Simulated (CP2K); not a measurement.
Input and output of a self-consistent single point for ZnSe (F-43m, 2 atoms in the cell) (CP2K).

Method: PBE, GPW, DZVP-MOLOPT-SR-GTH basis, GTH-PBE potentials (GTH_POTENTIALS) (CP2K).

The change in words: lattice scaled by 0.98. Reference geometry:
```
ZnSe
1.0
    3.98846     0.00000     0.00000
    1.99423     3.45411     0.00000
    1.99423     1.15137     3.25656
Zn Se
1 1
Cartesian
  0.00000   0.00000   0.00000
  5.98269   3.45410   2.44242
```

Reference input (self-consistent single point, DFT PBE, GPW, DZVP-MOLOPT-SR-GTH basis, GTH-PBE potentials (GTH_POTENTIALS)): CUTOFF = 600 Ry; REL_CUTOFF = 40 Ry; SMEAR/METHOD = FERMI_DIRAC; ELECTRONIC_TEMPERATURE = 232.09 K; KPOINTS/SCHEME = MACDONALD 10 10 10 0.05 0.05 0.05; XC_FUNCTIONAL = PBE; Zn/BASIS_SET = DZVP-MOLOPT-SR-GTH-q12; Zn/POTENTIAL = GTH-PBE-q12; Se/BASIS_SET = DZVP-MOLOPT-SR-GTH-q6; Se/POTENTIAL = GTH-PBE-q6; METHOD = GPW; EPS_DEFAULT = 1e-10. This run's input differs from it in these lines:

```diff
@@ -63,4 +63,4 @@
     &CELL
-      ABC 3.98845700 3.98845718 3.98845755
-      ALPHA_BETA_GAMMA 60.00000334 59.99999628 59.99999318
+      ABC 3.90868800 3.90868791 3.90868849
+      ALPHA_BETA_GAMMA 60.00000440 60.00000415 59.99999924
       PERIODIC XYZ
```

Log, with long lists cut:

```
 SCF WAVEFUNCTION OPTIMIZATION

  Step     Update method      Time    Convergence         Total energy    Change
     1 NoMix/Diag. 0.40E+00      -     1.58016421       -70.1404611864 -7.01E+01
     2 Broy./Diag. 0.40E+00      -     0.05890820       -70.0225187078  1.18E-01
     3 Broy./Diag. 0.40E+00      -     0.05570981       -69.9502472723  7.23E-02
     4 Broy./Diag. 0.40E+00      -     0.01513815       -69.9803724865 -3.01E-02
     5 Broy./Diag. 0.40E+00      -     0.00332582       -70.0093478379 -2.90E-02
     6 Broy./Diag. 0.40E+00      -     0.00058447       -70.0070226613  2.33E-03
   [... 2 lines left out ...]
     9 Broy./Diag. 0.40E+00      -     0.00002198       -70.0053054689 -6.88E-04
    10 Broy./Diag. 0.40E+00      -     0.00000313       -70.0053240414 -1.86E-05
    11 Broy./Diag. 0.40E+00      -     0.00000226       -70.0053004243  2.36E-05
    12 Broy./Diag. 0.40E+00      -     0.00000029       -70.0052986862  1.74E-06
  *** SCF run converged in    12 steps ***

  Overlap energy of the core charge distribution:               0.00000002279154
  Self energy of the core charge distribution:                -99.56286768489818
  Core Hamiltonian energy:                                     30.01586615151611
  Hartree energy:                                              10.67614558753019
  Exchange-correlation energy:                                -11.13444276310631
  Electronic entropic energy:                                  -0.00000000000000
  Fermi energy:                                                 0.17186960113218

  Total energy:                                               -70.00529868616665
  Total energy (extrapolated to T->0):                        -70.00529868616665

   [... lines left out ...]

 STRESS| Analytical stress tensor [bar]
 STRESS|                        x                   y                   z
 STRESS|      x        9.01549521539E+04   2.05318511584E+00   1.45182803436E+00
 STRESS|      y        2.05318511584E+00   9.01526100497E+04   8.19730379728E-01
 STRESS|      z        1.45182803436E+00   8.19730379728E-01   9.01516668195E+04
 STRESS| 1/3 Trace                                             9.01530763410E+04
```

The run converged in 12 iterations. Against the reference run the free energy rises by 52.1 meV/atom, the pressure goes from 3.91 to 9.02 GPa and the gap on the mesh goes from 1.363 to 1.618 eV.

The starting cell comes from a database of computed structures (which also holds hypothetical and non-ambient phases and stackings), without a prior relaxation at this level. Its lattice was rescaled by a random factor within 2.5 % of one. For this run, on top of that: lattice scaled by 0.98. Values carry the incompleteness of an atom-centred basis. With a pressure of about 9 GPa the cell is away from its equilibrium volume at this level.

Cost on one core of a shared machine: roughly 80 s.
